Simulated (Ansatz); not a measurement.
## Ge3N4 (Fd-3m, No. 227, 14 atoms in the cell; start mp-476)

All values below come from LDA in Ansatz (PAW).

Run with plane-wave cutoff 500 eV, 8×8×8 k mesh, gaussian smearing 0.02 eV, scalar-relativistic PAW data made under PBE.

Cell (relaxed at this level):

```
Ge3N4
1.0
    0.00000     4.08279     4.08279
    4.08279     0.00000     4.08279
    4.08279     4.08279     0.00000
Ge N
6 8
Direct
  0.62500   0.62500   0.62500
  0.12500   0.62500   0.62500
  0.62500   0.62500   0.12500
  0.62500   0.12500   0.62500
  0.00000   0.00000   0.00000
  0.25000   0.25000   0.25000
  0.38301   0.85096   0.38301
  0.86699   0.86699   0.86699
  0.85096   0.38301   0.38301
  0.86699   0.86699   0.39904
  0.38301   0.38301   0.85096
  0.39904   0.86699   0.86699
  0.38301   0.38301   0.38301
  0.86699   0.39904   0.86699
```

```json
{
  "band_gap": "2.16 eV (on the SCF k mesh)"
}
```

Note: the relaxation could not lower the start's symmetry, so the cell can be a saddle point above a distorted one.

Spin–orbit coupling is not included.

Static lattice: no zero-point or thermal effects.

It cost roughly 90 core-seconds of CPU time.

A start named mp-… is a Materials Project structure, which need not be a measured phase.

Ansatz is a first-principles code.
